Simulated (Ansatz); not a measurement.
# AgCl, response to strain

The reference is AgCl in the rock salt structure (space group Fm-3m, No. 225; a = 5.4475 Å).

Strains are applied to the cell and any free atomic positions relax.

All numbers come from PBEsol in Ansatz (plane waves to 420 eV, PAW, no SOC).

Candidates:
(a) isotropic strain −2.50 %
(b) isotropic strain +2.00 %
(c) isotropic strain +2.50 %
(d) isotropic strain −1.50 %

Notes on the quantities. energy relative to the base: free energy F.

### Question
Order them by energy relative to the base, lowest first.

### Answer
(d) isotropic strain −1.50 % (+7.7 meV/atom), (b) isotropic strain +2.00 % (+12 meV/atom), (c) isotropic strain +2.50 % (+18 meV/atom), (a) isotropic strain −2.50 % (+22 meV/atom)

Whether these cells are dynamically stable was not tested.

Ansatz is a program for electronic structure.
